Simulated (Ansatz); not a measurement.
1T (CdI2-type) CaI2 was calculated with LDA in Ansatz (plane waves, PAW).

Numerical settings: plane-wave cutoff 500 eV, 12×12×6 k mesh (along the axes of the cell as run), gaussian smearing 0.02 eV, scalar-relativistic PAW data made under PBE.

Cell (relaxed at this level):

Space group P-3m1 (No. 164); a = b = 4.3499 Å, c = 6.7623 Å, α = β = 90.00°, γ = 120.00°

```json
[
 {"atom": "Ca", "site": "1a", "symmetry": "-3m.", "x": "0.0000", "y": "0.0000", "z": "0.0000"},
 {"atom": "I", "site": "2d", "symmetry": "3m.", "x": "0.3333", "y": "0.6667", "z": "0.2595"}
]
```

Problem. Give the computed band gap.

Solution. 
* **band gap**: 3.11 eV (on the SCF k mesh)

Note: the volume lies 8 % below that of the published cell.

Spin–orbit coupling is not included; with these elements it can move the gap by several tenths of an eV or more.

Cost on a shared machine: roughly 2.9 core-minutes.

Ansatz is a first-principles code.
